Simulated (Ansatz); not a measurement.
Consider ZnS in the wurtzite structure (space group P6_3mc, No. 186; a = 3.7822 Å, c = 6.2077 Å). Axes: x lies along a and z along c of the hexagonal cell.

The values are results of PBEsol (Ansatz, a program for electronic structure; PAW; 420 eV plane waves; scalar-relativistic without spin-orbit coupling), not measurements.

Strains are applied to the cell and any free atomic positions relax.

One change was made to it. Results:

```json
[
 {"quantity": "band gap", "base": "2.15 eV", "after": "2.16 eV"},
 {"quantity": "shortest interatomic distance", "base": "2.319 Å", "after": "2.303 Å"},
 {"quantity": "electron mass", "base": "0.16 mₑ along c, 0.18 mₑ across (at Γ)", "after": "0.15 mₑ along z, 0.19 mₑ across (at Γ)"},
 {"quantity": "pressure (mean of the normal stresses, compression positive)", "base": "0.00 GPa", "after": "1.45 GPa"}
]
```

Task: What was done to the base?
A. uniaxial strain ε_xx = −2.40 %
B. uniaxial strain ε_xx = −1.20 %
C. uniaxial strain ε_xx = −0.60 %
D. uniaxial strain ε_xx = −1.80 %
E. uniaxial strain ε_xx = −3.00 %

Result: D, uniaxial strain ε_xx = −1.80 %. For comparison, the pressure in the other runs: uniaxial strain ε_xx = −2.40 % gives 1.96 GPa; uniaxial strain ε_xx = −1.20 % gives 0.95 GPa; uniaxial strain ε_xx = −0.60 % gives 0.47 GPa; uniaxial strain ε_xx = −3.00 % gives 2.48 GPa.

Effective masses come from finite differences of ±0.01 Å⁻¹. Stability against distortions was not tested.
